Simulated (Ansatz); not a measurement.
The starting structures come from a database of crystals and need not be the phases stable at ambient conditions.

 Where the default PAW files enter, the runs use the earlier of Ansatz's two default sets.

The decay constant κ of evanescent states in the gap governs leakage through a thin film.

Input:

```yaml
crystal:
  lattice:
    - [2.87725, 0.00000, 0.00000]
    - [0.00000, 2.87725, 0.00000]
    - [1.43862, -1.43862, 2.03452]
  atoms:
    - { symbol: Al, position: [0.50000, 0.50000, 0.00000] }
    - { symbol: N, position: [0.00000, 0.00000, 0.00000] }
```

Space group of this cell: Fm-3m, rock salt. The cell is taken as given; by LDA its mean pressure is -11.1 GPa.

Transport runs along the normal of the first two printed cell vectors, the (001) plane of the conventional cell.

No gap correction and no spin-orbit coupling; mid-gap values are interpolated between computed energies.

Q: Compute, with LDA in Ansatz (a first-principles code), the band gap and the smallest decay constant κ at mid-gap.

A: Gap 4.29 eV on a 14×14×14 mesh; κ = 0.335 1/Å, at the zone centre.
